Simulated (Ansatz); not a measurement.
Output of an Ansatz run (abridged):

```
WARN the atoms were moved onto the symmetric positions of the space group found under crystal.symmetry.tolerance 1.0e-5 (fractional …
WARN basis.ecutwfc = 420 eV, the default
WARN ansatz: RAYON_NUM_THREADS=1 ignored (pool sized by the plan → 1); use --threads N
Pseudopotentials: kind: paw
Pseudopotential: Mg, paw, valence charge 10
Pseudopotential: Ti, paw, valence charge 12
Crystal: 6 atoms, lattice volume = 116.895 Å³
Basis set: ecut = 420 eV, 2235 PW (Γ), exchange–correlation on 40×40×216 points (8 copies of the dense FFT grid, shifted against one another)
Bands: 40, of which v1, the nominal top of the filled ones, is band 33 counted from 1 (32 counted from 0)
Symmetry: 6 space group operations
Space group: P3m1 (ITA 156), of the structure as read, at distance tolerance 4.9e-5 Å
k-points: 24 of 162 (time reversal used)
PAW frozen core: Mg, regenerated for the run's functional, and the local potential with it
PAW frozen core: Ti, regenerated for the run's functional, and the local potential with it
Initial density: superposition of atomic densities (neutral atoms: chi_scale 0, normalization atom), corrected by the library's trained network
Initial wavefunctions: pseudopotential atomic-orbital guess
Eigensolver: davidson
Functional: x = pbesol(κ = 0.804, μ = 0.12345679012345678), c = pbesol(β = 0.046)
SCF iter   1: F=—  HF=-13157.071898 eV  |F-HF|=—  |Δ(HF+E_count)|=         —  Δρ=1.06e-2  dr2=1.30e0  ethr=1.77e-3  ⟨swp⟩=5.5  Hψ=3396  notcnv=0
all-band conjugate gradients solve this SCF's bands
preconditioner: auto → Kerker (q_TF=auto, 2.480 Å⁻¹)
SCF iter   2: F=—  HF=-13157.043211 eV  |F-HF|=—  |Δ(HF+E_count)|=   2.87e-2  Δρ=4.99e-3  dr2=2.68e-1  ethr=1.77e-3  ⟨swp⟩=1.8  Hψ=1206  notcnv=0  defer=2
SCF iter   3: F=—  HF=-13157.031067 eV  |F-HF|=—  |Δ(HF+E_count)|=   1.21e-2  Δρ=1.08e-3  dr2=3.69e-3  ethr=4.06e-4  ⟨swp⟩=1.7  Hψ=1071  notcnv=0  defer=14
SCF iter   4: F=—  HF=-13157.030115 eV  |F-HF|=—  |Δ(HF+E_count)|=   9.53e-4  Δρ=2.74e-4  dr2=2.16e-4  ethr=5.59e-6  ⟨swp⟩=2.0  Hψ=1220  notcnv=0  defer=14
SCF iter   5: F=—  HF=-13157.030077 eV  |F-HF|=—  |Δ(HF+E_count)|=   3.81e-5  Δρ=8.46e-5  dr2=1.68e-5  ethr=3.27e-7  ⟨swp⟩=2.4  Hψ=1622  notcnv=0  defer=14
SCF iter   6: F=—  HF=-13157.030053 eV  |F-HF|=—  |Δ(HF+E_count)|=   2.40e-5  Δρ=2.40e-5  dr2=2.49e-6  ethr=2.55e-8  ⟨swp⟩=2.2  Hψ=1514  notcnv=0  defer=15
SCF iter   7: F=—  HF=-13157.030052 eV  |F-HF|=—  |Δ(HF+E_count)|=   2.83e-7  Δρ=8.24e-6  dr2=1.45e-7  ethr=3.78e-9  ⟨swp⟩=2.0  Hψ=1088  notcnv=0  defer=15
SCF iter   8: F=-13157.030052 eV  HF=-13157.030052 eV  |F-HF|=1.09e-8  |Δ(HF+E_count)|=   3.17e-8  Δρ=1.82e-6  dr2=1.36e-8  ethr=1.52e-10  ⟨swp⟩=8.7  Hψ=3892  notcnv=0
SCF 1 converged in 8 iterations: F = -13157.030052 eV  dr2 = 1.36e-8
SCF converged after 8 iterations
Free energy (F): -13157.030052 eV
Harris-Foulkes:  -13157.030052 eV  (|F-HF|=1.09e-8)
Internal energy: -13157.002026 eV  (E = F + TS)
E sigma→0 (E₀):  -13157.016039 eV
Entropy (-TS):   -0.028027 eV (-4.671 meV/atom)
Fermi energy:    9.107207 eV
--- Per-component energies (eV) ---
  E_band       = -1571.517704
  E_kinetic    = 1038.759939
  E_local      = -7679.803614  (includes V_loc(G=0)·N_el)
  E_nonlocal   = 318.032391
  E_hartree    = 2906.592431
  E_xc         = -373.699301
  E_vxc        = -472.851073  (∫ρ·V_xc dr)
  E_paw        = -3909.692183  (= ΣΔE_a)
  E_vpaw       = -588.843581  (= ΣTr[D̂ρ^β])
  E_aug_tail   = 0.000354  (compensation charges beyond the density's cutoff)
  E_ewald      = -5457.786781
  E_core_change = 0.594740  (= ΣΔE_core)
  E_smearing   = -0.028027  (= −TS)
  E_closure    = 0.000000  (closes the sum)
  Σ components = -13157.030052   (vs F -13157.030052, Δ=0.00e0)
--- Forces (eV/Å), atoms counted from 1 ---
  atom   1  Mg     0.00000000     0.00000000    -0.04059846
  atom   2  Mg     0.00000000    -0.00000000     0.05609178
  atom   3  Mg    -0.00000000     0.00000000    -0.03418267
  atom   4  Ti     0.00000000    -0.00000000    -0.09261439
  atom   5  Ti     0.00000000     0.00000000     0.12580007
  atom   6  Ti     0.00000000    -0.00000000    -0.01448473
  max |Σ_I F_I| component: 1.16e-5 eV/Å
--- Stress (GPa, compression-positive) ---
       -1.798183       0.000000       0.000000
        0.000000      -1.798183       0.000000
        0.000000      -0.000000      -2.269094
  P = ⅓ Tr σ = -1.9552 GPa (-19.552 kbar)
  The stress holds the Pulay correction. Without it, at fixed plane waves, as pw.x and ABINIT print it: P = -1.9603 GPa
--- Band table (eV; the first three rows and the last of 24) ---
  k-point 0: bands = ["-66.0075", "-65.9854", "-65.8231", "-47.5458", "-47.5122", "-47.4403", "-32.9376", "-32.9376", "-32.9268", "-32.9130", "-32.9130", "-32.9012", "-32.7606", "-32.7606", "-32.7249", "-24.1428", "-23.9525", "-23.6863", "-23.6398", [...]
  k-point 1: bands = ["-66.0075", "-65.9854", "-65.8231", "-47.5458", "-47.5122", "-47.4403", "-32.9376", "-32.9376", "-32.9268", "-32.9130", "-32.9130", "-32.9012", "-32.7606", "-32.7606", "-32.7249", "-24.1428", "-23.9525", "-23.6863", "-23.6398", [...]
  k-point 2: bands = ["-66.0069", "-65.9848", "-65.8225", "-47.5360", "-47.5053", "-47.4361", "-32.9439", "-32.9391", "-32.9259", "-32.9190", "-32.9145", "-32.9007", "-32.7668", "-32.7621", "-32.7241", "-24.1288", "-23.9455", "-23.7397", "-23.6547", [...]
  k-point 23: bands = ["-66.0016", "-65.9796", "-65.8172", "-47.4455", "-47.4305", "-47.4206", "-32.9750", "-32.9747", "-32.9508", "-32.9498", "-32.9145", "-32.8967", "-32.7979", "-32.7976", "-32.7169", "-24.0191", "-24.0100", "-23.9629", [...]
```

The structure:

```xyz
6
Lattice="2.9851 0.0000 0.0000 -1.4926 2.5852 0.0000 0.0000 0.0000 15.1477" Properties=species:S:1:pos:R:3 pbc="T T T"
Mg     0.0000     0.0000    15.0613
Mg     1.4926     0.8617     7.7143
Mg     0.0000     0.0000     5.0295
Ti     1.4926     0.8617    12.4400
Ti     0.0000     0.0000    10.2650
Ti     1.4926     0.8617     2.5068
```

Question: What input produced this log?

Answer: Other spellings and defaults could give the same log, and not every line can be read from it. The input that was run (DFT, PBEsol, plane waves, default PAW files made with PBE):

Ansatz 0.2 input:
```yaml
crystal:
  lattice:
    - [2.985100, 0.000000, 0.000000]
    - [-1.492550, 2.585172, 0.000000]
    - [0.000000, 0.000000, 15.147670]
  atoms:
    - { symbol: Mg, position_ang: [0.000000, 0.000000, 15.061328] }
    - { symbol: Mg, position_ang: [1.492551, 0.861723, 7.714254] }
    - { symbol: Mg, position_ang: [0.000000, 0.000000, 5.029481] }
    - { symbol: Ti, position_ang: [1.492551, 0.861723, 12.440024] }
    - { symbol: Ti, position_ang: [0.000000, 0.000000, 10.264970] }
    - { symbol: Ti, position_ang: [1.492551, 0.861723, 2.506788] }
kpoints:
  mp_grid:
    grid: [9, 9, 2]
hamiltonian:
  xc: pbesol
  pseudopotentials:
    kind: paw
scf:
  occupations:
    method: gaussian
    width: 0.1
output:
  forces: true
  eigenvalues: true
  stress: true
```

The starting cell comes from a database of computed structures (which also holds hypothetical and non-ambient phases and stackings), without a prior relaxation at this level. Spin polarisation is off. Ansatz's pressure includes its estimate of the finite-basis (Pulay) stress.

Ansatz is a quantum-chemistry and plane-wave program.
